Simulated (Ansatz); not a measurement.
V_O in rock-salt CaO (start: the O site; 64-site cell, 2×2×2 shifted sampling). Method: PBE, PAW (plane waves to 420 eV; Ansatz, a quantum-chemistry and plane-wave program). Total energies of the localised charge states, counted from that of charge +2, and their image corrections (point charge with alignment); the host's valence-band maximum lies at 7.525 eV on the cells' energy zero and its gap is 3.66 eV.

```tsv
charge	moment (μB)	E − E(first) (eV)	correction (eV)
+2	not spin-polarised	0.000	0.321
+1	1.0	9.193	0.034
0	not spin-polarised	19.573	0.000
```

### Question
Derive the transition levels above the valence-band maximum and say which of them are thermodynamic.

### Answer
A level is the Fermi energy at which two charges have equal formation energy: ε(q/q′) = [E(q′) + corr(q′) − E(q) − corr(q)] / (q − q′) − E_VBM.
ε(+2/+1) = [(9.193 + 0.034) − (0.000 + 0.321)] / 1 − 7.525 = 1.38 eV
ε(+1/0) = [(19.573 + 0.000) − (9.193 + 0.034)] / 1 − 7.525 = 2.82 eV
Thermodynamic levels at least 0.1 eV inside the gap: (+2/+1) at 1.38 eV; (+1/0) at 2.82 eV. They hold to tenths of an eV in this cell. Only the charges listed were compared. At charge −1 the carrier sat in host band states, shallow at most.
